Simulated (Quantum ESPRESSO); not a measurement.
Quantum ESPRESSO run on Pb (Fm-3m, 1 atom in the cell): self-consistent single point.

Computed with LDA (PZ), PSlibrary ultrasoft (LDA) pseudopotentials (plane waves; Quantum ESPRESSO).

```
CELL_PARAMETERS angstrom
      0.00000     2.49476     2.49476
      2.49476     0.00000     2.49476
      2.49476     2.49476     0.00000
ATOMIC_POSITIONS crystal
  Pb 0.00000 0.00000 0.00000
```

Reference input (self-consistent single point, DFT, LDA (PZ), plane waves, PSlibrary ultrasoft (LDA) pseudopotentials): ecutwfc = 55 Ry; ecutrho = 330 Ry; occupations = smearing; smearing = cold; degauss = 0.0073499 Ry; potentials = {Pb: Pb.pz-dn-rrkjus_psl.1.0.0.UPF}; K_POINTS = automatic 11 11 11 0 0 0; conv_thr = 1e-10 Ry. This run's input differs from it in these lines:

```diff
@@ -26,3 +26,3 @@
 K_POINTS automatic
-11 11 11  0 0 0
+6 6 6  1 1 1
 CELL_PARAMETERS angstrom
```

The program printed (abridged):

```
     Self-consistent Calculation

     iteration #  1     ecut=    55.00 Ry     beta= 0.70

     Threshold (ethr) on eigenvalues was too large:
     Diagonalizing with lowered threshold

     total energy              =    -135.31120028 Ry
     estimated scf accuracy    <       0.00245314 Ry

     iteration #  2     ecut=    55.00 Ry     beta= 0.70

     total energy              =    -135.31173415 Ry
     estimated scf accuracy    <       0.00020252 Ry

     iteration #  3     ecut=    55.00 Ry     beta= 0.70

     total energy              =    -135.31176617 Ry
     estimated scf accuracy    <       0.00000658 Ry

   [... 2 blocks of this kind left out ...]

     iteration #  6     ecut=    55.00 Ry     beta= 0.70

     total energy              =    -135.31176703 Ry
     estimated scf accuracy    <          5.7E-09 Ry

     iteration #  7     ecut=    55.00 Ry     beta= 0.70
     End of self-consistent calculation

     the Fermi energy is    10.5644 ev

!    total energy              =    -135.31176703 Ry
     estimated scf accuracy    <          8.5E-11 Ry
     smearing contrib. (-TS)   =      -0.00021206 Ry
     internal energy E=F+TS    =    -135.31155497 Ry

     convergence has been achieved in   7 iterations

     Forces acting on atoms (cartesian axes, Ry/au):

     atom    1 type  1   force =     0.00000000    0.00000000    0.00000000

     Total force =     0.000000     Total SCF correction =     0.000000

          total   stress  (Ry/bohr**3)                   (kbar)     P=      -41.23
  -0.00028030  -0.00000000  -0.00000000          -41.23       -0.00       -0.00
  -0.00000000  -0.00028030   0.00000000           -0.00      -41.23        0.00
  -0.00000000   0.00000000  -0.00028030           -0.00        0.00      -41.23

   JOB DONE.
```

The run converged in 7 iterations. Against the reference run the free energy goes down by 3.3 meV/atom and the pressure goes from -4.45 to -4.12 GPa.

The starting cell comes from a database of computed structures (which also holds hypothetical and non-ambient phases and stackings), without a prior relaxation at this level.
